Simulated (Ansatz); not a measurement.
Consider GaN in the wurtzite structure (space group P6_3mc, No. 186; a = 3.152 Å, c = 5.138 Å). Axes: x lies along a and z along c of the hexagonal cell.

The values are results of LDA/PAW in Ansatz (a quantum-chemistry and plane-wave program), no spin-orbit coupling, not measurements.

One thing is altered: the cell is scaled by 0.9820 in all directions, atoms relaxed at fixed cell.

**Question.** Predict the stress tensor and what it implies for the stiffness.

**Answer.** Stress of the strained cell less that of the base (GPa, compression positive):
```
  12.39    0.00    0.00
   0.00   12.39    0.00
   0.00    0.00   12.50
```

Then B = −ΔP/(ΔV/V₀) with ΔV/V₀ = -0.0530 gives secant stiffness values (nonlinear terms included at this strain): B (at held cell shape, above the free-shape value) ≈ 234 GPa.

As a check, the harmonic strain energy −½ V₀ Δσ:ε is 23 meV/atom; the computed energy rise is 22 meV/atom.

Stability against distortions was not tested.
